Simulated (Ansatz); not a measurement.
```
CELL_PARAMETERS angstrom
      2.88696     0.00000     0.00000
     -1.44348     2.50018     0.00000
      0.00000     0.00000     2.81719
ATOMIC_POSITIONS crystal
  W  0.00000 0.00000 0.00000
  C  0.66667 0.33333 0.50000
```

The run noted for some of its cells that some bands missed the eigensolver's tolerance. Spin-orbit coupling is not included. The pressure is 5 GPa. The structure is held there; whether it is the stable one at that pressure was not tested.

Task: What linear thermal expansion coefficients do the quasi-harmonic free energy on PBEsol density-functional theory in Ansatz (plane waves, PAW) give at 350 K, and what isobaric heat capacity per mole of formula units and Grüneisen parameter?

Result: α in the basal plane = 3.7 × 10⁻⁶ K⁻¹; α along c = 3.4 × 10⁻⁶ K⁻¹; C_P = 38.0 J/(mol K); γ = 1.48. Whether this phase is the stable one at each condition was not tested.

The PAW data sets were generated under PBE and serve the other functionals too.

Ansatz is an electronic-structure program.
